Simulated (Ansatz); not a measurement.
The reference is YN in the rock salt structure (space group Fm-3m, No. 225; a = 4.8561 Å).

Levels (all Ansatz, an electronic-structure program, PAW): PBEsol (420 eV, no spin-orbit coupling); HSE06 (420 eV, without spin-orbit coupling).

The geometry is relaxed with PBEsol.

| Property | Result |
|---|---|
| PBEsol band gap | 0.08 eV |

Predict the band gap from HSE06.

The band gap increases by 0.975 eV (0.08 eV → 1.05 eV).

Single points use the geometry relaxed with PBEsol. The hybrid gap comes from the SCF mesh plus the semilocal run's edge points and a few special points and is an upper bound. Stability against distortions was not tested. The base started in Pnma and relaxed to Fm-3m at this level. The zero or small gap of YN can change with the level of theory.
